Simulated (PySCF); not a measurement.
PySCF 2.14.0, PBE/def2-svp, df: Pd(H)2(dadMe) (C[N]1=CC=[N](C)->[PdH2]<-1), 17 atoms. The geometry is a generated start, not checked to be a minimum at this level.

```yaml
task: energy
method: pbe
basis: def2-svp
two_electron_scheme: density fitting
mol.max_memory: 16000 MB
mf.max_cycle: 100
mf.DIIS: CDIIS (default)
mf.diis_space: 8 (default)
mf.conv_tol: 1e-09 (default)
mf.grids.level: 3 (default)
effective_core_potentials: those of the basis set, past Kr
basis_functions: 165
grid_points: 204536
```

It runs on a single node (Arm Neoverse V2, 96 cores on 1 socket, no SMT, 1 L3 cache group).

Each time is the median wall time of two to five repeats, run one at a time on the otherwise empty machine; start-up is included. Unless noted, each process is bound to its own block of adjacent cores. Build: PyPI wheel: OpenMP (GNU), a bundled serial OpenBLAS 0.3.3 under its C layer, NumPy's threaded OpenBLAS held to generic ARMv8 kernels, libcint, Libxc. Other compilers and libraries give other times. Scratch files lie in a memory file system.

All on 16 threads, 1 BLAS thread. Base settings, kept where nothing else is said: mf.level_shift = 0 (default), mf.init_guess = minao (default), mf.damp = 0 (default), mf.diis_start_cycle = 1 (default). The candidates, on 16 cores each, agree within 1.0 meV/atom in energy:
A. mf.damp = 0.5, mf.diis_start_cycle = 5
B. mf.init_guess = huckel
C. the base settings
D. mf.init_guess = 1e
E. mf.level_shift = 0.2 Hartree

**Question.** Which would you take for the shortest time to solution?

**Answer.** C (the base settings), 5.3 s. At the other end B takes 1.6× as long.

```csv
candidate,wall time,repeats,Fock builds (products with the orbital Hessian counted alike)
C,5.3 s,3 runs within 1 %,18
E,6.0 s,3 runs within 2 %,21
D,6.4 s,3 runs within 1 %,22
A,7.5 s,3 runs within 1 %,27
B,8.3 s,2 runs within 3 %,30
```

From the slowest to the fastest: The largest move is in exchange-correlation on the grid (vxc): 6.0 s to 3.6 s. The count of Fock builds goes from 30 to 18.
